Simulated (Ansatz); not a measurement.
Defect: interstitial H in beta Ge3N4, charge state +1. Calculation: PBE, PAW (plane waves to 420 eV; Ansatz, a quantum-chemistry and plane-wave program).

Settings: 84 host sites, the relaxed PBE lattice, one k-point at (0.250, 0.250, 0.250), smearing 0.01 eV, spin-restricted, no image-charge correction. No zero-point or tunnelling terms. The charge state is imposed; whether it is stable for some Fermi level was not computed. Sites that were not tried may lie lower.

Barriers: single points on a 2×2×2 k-point mesh shifted by half a step along c at the bands' geometries.

Relaxed starting cell (atoms counted from 1):

```xyz
85
Lattice="16.2589 0.0000 0.0000 -4.0647 7.0403 0.0000 0.0000 0.0000 9.3424" Properties=species:S:1:pos:R:3 pbc="T T T"
Ge     2.5999     1.2079     2.3396
Ge     2.5831     1.1915     5.4413
Ge     2.5194     1.1463     8.5747
Ge    10.7345     1.2102     2.3395
Ge    10.7352     1.2091     5.4499
Ge    10.7362     1.2083     8.5667
Ge     0.2428     2.8521     0.7898
Ge     0.2487     2.8536     3.8944
Ge     0.2446     2.8532     7.0051
Ge     8.4077     2.8806     0.7819
Ge     8.3958     2.8739     3.8930
Ge     8.4097     2.8775     7.0051
Ge     5.7903     1.6424     2.3386
Ge     5.8114     1.6382     5.4407
Ge     5.8835     1.6049     8.5741
Ge    13.9011     1.6606     2.3403
Ge    13.9022     1.6606     5.4507
Ge    13.9020     1.6615     8.5664
Ge     1.4437     5.8208     0.7893
Ge     1.4544     5.8217     3.8916
Ge     1.4454     5.8256     7.0002
Ge     9.5912     5.8500     0.7804
Ge     9.5871     5.8461     3.8943
Ge     9.5898     5.8483     7.0079
Ge    -1.7263     5.3666     0.7809
Ge    -1.7216     5.3779     3.8921
Ge    -1.7281     5.3650     7.0042
Ge     6.4242     5.3989     0.7894
Ge     6.4176     5.3947     3.8938
Ge     6.4221     5.3981     7.0044
Ge     3.8227     4.1788     2.3402
Ge     3.8157     4.2025     5.4407
Ge     3.8086     4.2803     8.5757
Ge    11.9230     4.1847     2.3374
Ge    11.9225     4.1830     5.4487
Ge    11.9211     4.1831     8.5647
N      4.0697     2.3399     2.2721
N      4.0687     2.3417     5.5543
N      4.0693     2.3412     8.3736
N     12.1879     2.3541     2.3401
N     12.1886     2.3525     5.4537
N     12.1884     2.3530     8.5668
N     -0.0054     4.6852     0.7766
N     -0.0021     4.6883     3.8920
N     -0.0038     4.6874     7.0109
N      8.1326     4.7052     0.7775
N      8.1288     4.7019     3.8932
N      8.1307     4.7029     7.0098
N      1.1162     2.3247     2.3384
N      1.1182     2.3299     5.4515
N      1.1067     2.3268     8.5698
N      9.2404     2.3265     2.3373
N      9.2445     2.3294     5.4470
N      9.2402     2.3232     8.5656
N      6.6745     2.1454     0.7875
N      6.6669     2.1435     3.8894
N      6.6897     2.1234     7.0040
N     14.7894     2.1432     0.7826
N     14.7940     2.1409     3.8955
N     14.7909     2.1451     7.0089
N      1.5050     6.8343     2.3373
N      1.4964     6.8359     5.4467
N      1.5082     6.8258     8.5697
N      9.6153     6.8539     2.3380
N      9.6154     6.8537     5.4514
N      9.6187     6.8548     8.5651
N      2.9381     4.6914     0.7887
N      2.9425     4.6887     3.8901
N      2.9483     4.7177     7.0055
N     11.0665     4.7136     0.7802
N     11.0677     4.7167     3.8937
N     11.0668     4.7136     7.0075
N      2.6021     0.1875     0.7868
N      2.6007     0.1943     3.8896
N      2.5773     0.1839     7.0049
N     10.6974     0.2025     0.7822
N     10.6963     0.2001     3.8945
N     10.6942     0.2016     7.0084
N     -2.6185     4.9219     2.3370
N     -2.6177     4.9170     5.4463
N     -2.6218     4.9241     8.5649
N      5.5265     4.9077     2.3379
N      5.5288     4.9046     5.4514
N      5.5342     4.9127     8.5701
H      4.0696     2.3418     7.3064
```
Cell charge +1.

End state 1 differs by these moves (Å; atoms that move under 0.08 Å are left out):

| atom | element | Δx | Δy | Δz |
|---|---|---|---|---|
| 39 | N | 0.00 | 0.00 | 0.38 |
| 85 | H | 0.00 | 0.00 | 2.52 |

Question: What is the computed forward and backward barriers to end state 1 (PBE, PAW)?

Answer: forward 1.65 eV, backward 1.65 eV; at the saddle point atom 85 has neighbours N at 1.01 Å. The saddle point's order was not checked, and it lies on a symmetry element of the cell, where a band can be held.

End state 2 differs by these moves (Å; atoms that move under 0.08 Å are left out):

```json
[
 {"atom": "37", "element": "N", "Δx": "0.00", "Δy": "0.00", "Δz": "0.13"},
 {"atom": "38", "element": "N", "Δx": "0.00", "Δy": "0.00", "Δz": "0.09"},
 {"atom": "39", "element": "N", "Δx": "0.00", "Δy": "0.00", "Δz": "0.09"},
 {"atom": "85", "element": "H", "Δx": "0.00", "Δy": "0.00", "Δz": "-0.60"}
]
```

Question: Give the forward and backward barriers to end state 2 at the level PBE, PAW.

Answer: forward 0.16 eV, backward 0.16 eV; at the saddle point atom 85 has neighbours 2 N at 1.32 Å. The saddle point's order was not checked, and it lies on a symmetry element of the cell, where a band can be held.
